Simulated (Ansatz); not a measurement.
**Mg2Sn: response to strain**

Start from Mg2Sn (space group Fm-3m, No. 225; a = 6.664 Å; relaxed with 0.1 eV smearing). Axes: x, y, z lie along the cube axes.

Strains are applied to the cell and any free atomic positions relax; under biaxial strain the out-of-plane vector relaxes too.

The values are results of LDA (Ansatz, a quantum-chemistry and plane-wave program; PAW; 420 eV plane waves; no SOC), not measurements.

Notes on the quantities. energy relative to the base: free energy F; in-plane stress: mean in-plane stress (compression positive).

| change | energy relative to the base | in-plane stress | ratio −ε⊥/ε∥ |
|---|---|---|---|
| base | 0 meV/atom | – | – |
| biaxial strain −3.00 %, plane normal [001], relaxed out of plane | +13 meV/atom | +3.0 GPa | 0.74 |
| biaxial strain −2.50 %, plane normal [001], relaxed out of plane | +9.1 meV/atom | +2.5 GPa | 0.74 |
| biaxial strain −2.00 %, plane normal [001], relaxed out of plane | +5.8 meV/atom | +1.9 GPa | 0.74 |
| biaxial strain −1.50 %, plane normal [001], relaxed out of plane | +3.2 meV/atom | +1.4 GPa | 0.74 |
| biaxial strain −1.00 %, plane normal [001], relaxed out of plane | +1.4 meV/atom | +0.9 GPa | 0.75 |
| biaxial strain −0.50 %, plane normal [001], relaxed out of plane | +0.4 meV/atom | +0.5 GPa | – |
| biaxial strain +1.50 %, plane normal [001], relaxed out of plane | +2.9 meV/atom | -1.2 GPa | 0.74 |
| biaxial strain +2.50 %, plane normal [001], relaxed out of plane | +7.8 meV/atom | -2.0 GPa | 0.74 |
| biaxial strain +3.00 %, plane normal [001], relaxed out of plane | +11 meV/atom | -2.3 GPa | 0.74 |

Whether these cells are dynamically stable was not tested.
